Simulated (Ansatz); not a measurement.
Results of PBEsol in Ansatz (plane waves, PAW) for Cu₃Pd (Pm-3m, No. 221).

Numerical settings: plane-wave cutoff 500 eV, 16×16×16 k mesh, Fermi–Dirac smearing 0.1 eV, no spin polarisation, scalar-relativistic PAW data made under PBE.

Computed at the level's own relaxed cell.

### Question
Give the computed volume per atom and lattice constant a.

### Answer

volume per atom: 12.20 Å³/atom
lattice constant a: 3.654 Å

The run finds no gap.

Note: the relaxation could not lower the start's symmetry, so the cell can be a saddle point above a distorted one.

The result took about 90 core-seconds (a rough figure).

Ansatz is a program for electronic structure.
